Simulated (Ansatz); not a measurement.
```yaml
crystal:
  lattice:
    - [2.25681, 0.00000, 0.00000]
    - [-1.12840, 1.95445, 0.00000]
    - [0.00000, 0.00000, 16.11962]
  atoms:
    - { symbol: Be, position: [0.00000, 0.00000, 0.99936] }
    - { symbol: Be, position: [0.66667, 0.33333, 0.11111] }
    - { symbol: Be, position: [0.33333, 0.66667, 0.22286] }
    - { symbol: Be, position: [0.66667, 0.33333, 0.33270] }
    - { symbol: Be, position: [0.33333, 0.66667, 0.44444] }
    - { symbol: Be, position: [0.00000, 0.00000, 0.55619] }
    - { symbol: Be, position: [0.33333, 0.66667, 0.66603] }
    - { symbol: Be, position: [0.00000, 0.00000, 0.77778] }
    - { symbol: Be, position: [0.66667, 0.33333, 0.88953] }
```

These are PBE (plane waves to 420 eV, PAW; Ansatz, an electronic-structure program) values and carry that method's errors. Scalar-relativistic, without spin–orbit coupling. Its k-point mesh 27×27×5, Fermi–Dirac width 0.1 eV.

Problem. Which polytype is this, and how does it compare with the cubic form?

Solution. Be 9R (hch), stacking ACBCBABAC, hexagonality 67 %, space group R-3m (a stacking that need not occur in nature); -60 meV/atom against 3C, layer spacing over a = 0.7936 (ideal 0.8165).
